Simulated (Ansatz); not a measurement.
Candidates (primitive cells; geometry: cell and atoms relaxed with PBEsol):
A. Si (Fd-3m), a = b = c = 3.842 Å, α = β = γ = 60.00°
B. InP (F-43m), a = 4.1569 Å, b = 4.1569 Å, c = 4.1569 Å, α = 60.00°, β = 60.00°, γ = 60.00°
C. MgO (Fm-3m), a = b = c = 2.980 Å, α = β = γ = 60.00°
D. Ge (Fd-3m), a = b = c = 4.0135 Å, α = β = γ = 60.00°
E. BP (F-43m), a = 3.1962 Å, b = 3.1962 Å, c = 3.1962 Å, α = 60.00°, β = 60.00°, γ = 60.00°

Problem. Rank these by band gap (highest first), as Ansatz (an electronic-structure program) with HSE06, rigid bands gives it.

Solution. C (6.47 eV), E (1.95 eV), B (1.44 eV), A (1.13 eV), D (0.77 eV)

Spin-orbit coupling is left out.
